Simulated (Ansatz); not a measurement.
Base system: BaZrO3 in the cubic perovskite structure (space group Pm-3m, No. 221).

```xyz
5
Lattice="4.1806 0.0000 0.0000 0.0000 4.1806 0.0000 0.0000 0.0000 4.1806" Properties=species:S:1:pos:R:3 pbc="T T T"
Ba     0.0000     0.0000     0.0000
Zr     2.0903     2.0903     2.0903
O      2.0903     0.0000     2.0903
O      0.0000     2.0903     2.0903
O      2.0903     2.0903     0.0000
```

Cartesian axes are those of the cell as printed.

Level of theory: PBEsol (Ansatz, an electronic-structure program, PAW, scalar-relativistic without spin-orbit coupling).

Now apply this change: the cell is scaled by 1.0060 in all directions; the atoms relax in the strained cell.

### Question
Predict the stress tensor and what it implies for the stiffness.

### Answer
Stress of the strained cell less that of the base (GPa, compression positive):
```
  -2.81    0.00    0.00
   0.00   -2.81    0.00
   0.00    0.00   -2.81
```

Then B = −ΔP/(ΔV/V₀) with ΔV/V₀ = 0.0181 gives secant stiffness values (nonlinear terms included at this strain): B ≈ 155 GPa.

Stability against distortions was not tested.
